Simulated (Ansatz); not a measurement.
Effect of uniaxial strain ε_yy = +0.79 % on TaN

The reference is TaN (space group P6/mmm, No. 191; a = 5.2017 Å, c = 2.9061 Å). Axes: x lies along a and z along c of the hexagonal cell.

It is then changed as follows: the cell is stretched by 0.79 % along y with no lateral relaxation, atoms relaxed at fixed cell.

All numbers come from PBEsol (Ansatz, an electronic-structure program; PAW; 420 eV plane waves; no spin-orbit coupling). Settings: 10×10×16 k-points, 0.05 eV Fermi–Dirac smearing.

The volume per atom increases by 0.09 Å³, from 11.35 Å³ to 11.44 Å³ and the space group becomes Cmmm (No. 65) (base: P6/mmm (No. 191)). The shortest interatomic distance rises by 0.003 Å to 2.093 Å and the energy rises by 0.9 meV/atom. The band gap stays zero and the stress (xx, yy, zz, yz, xz, xy; compression positive) comes out as (-1.6, -3.2, -1.7, 0.0, 0.0, 0.0) GPa (rough).

Cost of the whole job for the changed cell (relaxation, final SCF and bands): around 110 core-seconds (rough).

Without a gap, meshes like the base's 10×10×16 leave anisotropic stresses uncertain by several tenths of a GPa, and small strain energies with them. Stability against distortions was not tested. The final runs are not spin-polarised. This is not the structure that TaN has at room temperature and ambient pressure.
